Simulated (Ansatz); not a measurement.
Pt: response to strain

Consider Pt in the fcc (Cu type) structure (space group Fm-3m, No. 225; relaxed with 0.1 eV smearing).

```
Pt
1.0
    0.00000     1.97088     1.97088
    1.97088     0.00000     1.97088
    1.97088     1.97088     0.00000
Pt
1
Direct
  0.00000   0.00000   0.00000
```

Cartesian axes are those of the cell as printed.

Strains are applied to the cell and any free atomic positions relax; under biaxial strain the out-of-plane vector relaxes too.

The values are results of r2SCAN (Ansatz, a program for electronic structure, PAW, scalar-relativistic without spin-orbit coupling), not measurements.

| biaxial strain, plane normal [001], relaxed out of plane (%) | out-of-plane strain (%) |
|---|---|
| 0 | 0.00 |
| 0.5 | -0.72 |
| 1 | -1.45 |
| 1.5 | ? |
| 2 | -2.94 |
| 2.5 | -3.69 |
| 3 | -4.46 |

Fit ε⊥ = −νε + γε² (strains in %) to the rows shown and predict the withheld row.

Least squares on the printed values gives ν = 1.43 (the biaxial Poisson response) and γ = -0.018 (largest residual 0.00 %); this predicts -2.19 %, and the run gives -2.19 %, in agreement.

No phonon test of stability was made. All final runs are without spin polarisation.
